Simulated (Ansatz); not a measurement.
Short convergence ladders for the (001) slab of HfCd (cut from a parent of space group no. 129; 4 atoms in the cell)

```yaml
crystal:
  lattice:
    - [3.03202, 0.00000, 0.00000]
    - [0.00000, 3.03202, 0.00000]
    - [0.00000, 0.00000, 20.95851]
  atoms:
    - { symbol: Hf, position: [0.00000, 0.50000, 0.66601] }
    - { symbol: Hf, position: [0.50000, 0.00000, 0.33399] }
    - { symbol: Cd, position: [0.00000, 0.50000, 0.44670] }
    - { symbol: Cd, position: [0.50000, 0.00000, 0.55330] }
```

Base method: PBEsol, default PAW files made with PBE (plane waves; Ansatz, a quantum-chemistry and plane-wave program).

Base settings: basis.ecutwfc = 420 eV; kpoints.mp_grid.grid = 10 10 1; hamiltonian.xc = pbesol; hamiltonian.pseudopotentials = {kind: paw} (the program's default PAW files); scf.occupations.method = fermi_dirac; scf.occupations.width = 0.1 eV.

The count of work is k-points × plane waves × bands × iterations; it is no time. 

**The vacuum**

The mesh stays at the base's, so the ladder's end is converged at best in this setting alone.

Only quantities that move along the ladder and can be compared are tabulated.

```csv
vacuum between outermost atoms (Å),free energy less the last step's (meV/atom),largest difference of a force vector from the last step's (eV/Å),count of work / last
3.0,-559.26,1.514,0.24
4.0,-251.73,0.890,0.29
5.0,-94.52,0.357,0.29
6.0,-31.75,0.123,0.31
7.0,-9.24,0.035,0.38
8.0,-2.61,0.007,0.36
10.0,-0.28,0.001,0.46
12.0,-0.04,0.000,0.52
14.0,-0.01,0.000,0.57
17.0,-0.01,0.000,0.65
20.0,-0.01,0.000,0.73
25.0,-0.01,0.000,0.87
30.0,0.00,0.000,1.0
```

Smallest vacuum between outermost atoms (Å) that holds the forces within 0.01 eV/Å of the last step, with all finer ones: 8.0, at 0.36 of the last step's count of work; the step before is off by 0.035 eV/Å.

Smallest vacuum between outermost atoms (Å) that holds the free energy within 0.5 meV/atom of the last step, with all finer ones: 10.0; the step before is off by 2.6 meV/atom.

**The plane-wave cutoff**

The mesh stays at the base's, so the ladder's end is converged at best in this setting alone.

Only quantities that move along the ladder and can be compared are tabulated.

| basis.ecutwfc | free energy less the last step's (meV/atom) | largest difference of a force vector from the last step's (eV/Å) | count of work / last |
|---|---|---|---|
| 210 eV | 6413.12 | 0.498 | 0.14 |
| 250 eV | 1274.22 | 0.063 | 0.18 |
| 295 eV | 142.17 | 0.020 | 0.21 |
| 355 eV | 4.10 | 0.002 | 0.28 |
| 420 eV | 1.37 | 0.000 | 0.35 |
| 505 eV | 0.39 | 0.000 | 0.47 |
| 630 eV | 0.16 | 0.000 | 0.65 |
| 840 eV | 0.00 | 0.000 | 1.0 |

Coarsest basis.ecutwfc that holds the free energy within 1 meV/atom of the last step, with all finer ones: 505 eV; the step before is off by 1.4 meV/atom.

Coarsest basis.ecutwfc that holds the forces within 0.005 eV/Å of the last step, with all finer ones: 355 eV, at 0.28 of the last step's count of work; the step before is off by 0.020 eV/Å.

**The depth of the slab**

Surface energy = (E_slab − N e_bulk)/2A, with e_bulk from the bulk crystal on its finest mesh (264 k-points); errors per atom of slab and bulk, whose meshes differ, grow with N.

The mesh stays at the base's, so the ladder's end is converged at best in this setting alone.

Only quantities that move along the ladder and can be compared are tabulated.

| atoms | unrelaxed surface energy (J/m²) | count of work / last |
|---|---|---|
| 4 | 2.839 | 0.18 |
| 8 | 2.812 | 0.52 |
| 12 | 2.799 | 1.0 |

Smallest size that holds the unrelaxed surface energy within 0.02 J/m²: not settled: the last two steps still differ by 0.013 J/m², over half the tolerance, so the ladder does not show it.

On the base run: the starting cell comes from a database of computed structures (which also holds hypothetical and non-ambient phases and stackings), without a prior relaxation at this level. The slab is cut from that crystal, and its faces are unrelaxed. Its lattice was rescaled by up to half a per cent.

Keys are those of Ansatz 0.2.
